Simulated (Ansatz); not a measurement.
## How the polycrystal shear modulus of L1₀ (CuAu-type) FePt moves with the method

No measured value is used here.

| level (code) | value (GPa) | cell (Å³/atom) |
|---|---|---|
| LDA (Ansatz) | 119 | 13.03 |
| PBE (Ansatz) | 92.7 | 14.02 |
| PBEsol (Ansatz) | … | 13.42 |
| PBE-D3(BJ) (Ansatz) | 106 | 13.60 |

Problem. Complete the blanks.

Solution. 
- PBEsol (Ansatz, a quantum-chemistry and plane-wave program), value (GPa): 110

Spin-polarised runs: LDA (parallel moments), PBE (parallel moments), PBEsol (parallel moments), PBE-D3(BJ) (parallel moments). Density-functional levels without +SOC have no spin–orbit coupling. PBE-D3(BJ): the dispersion coefficients are held fixed in the derivatives. Each level is taken at its own relaxed cell. Ansatz's density-functional and Hartree–Fock values are scalar-relativistic unless marked +SOC, with PAW data made under PBE.
